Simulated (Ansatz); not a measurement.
Start from BN in the zinc blende structure (space group F-43m, No. 216; a = 3.624 Å). Axes: x, y, z lie along the cube axes.

Computed with DFT with PBE, PAW potentials and a 420 eV plane-wave cutoff in Ansatz (an electronic-structure program), scalar-relativistic without spin-orbit coupling, earlier PAW set.

Perturbation: every lattice vector is shortened by 1.26 %; the atoms relax in the strained cell.

Q: Predict the stress tensor and what it implies for the stiffness.

A: Stress of the strained cell less that of the base (GPa, compression positive):
```
  15.13    0.00    0.00
   0.00   15.13    0.00
   0.00    0.00   15.13
```

Then B = −ΔP/(ΔV/V₀) with ΔV/V₀ = -0.0373 gives secant stiffness values (nonlinear terms included at this strain): B ≈ 405 GPa.

As a check, the harmonic strain energy −½ V₀ Δσ:ε is 11 meV/atom; the computed energy rise is 10 meV/atom.

Whether these cells are dynamically stable was not tested.
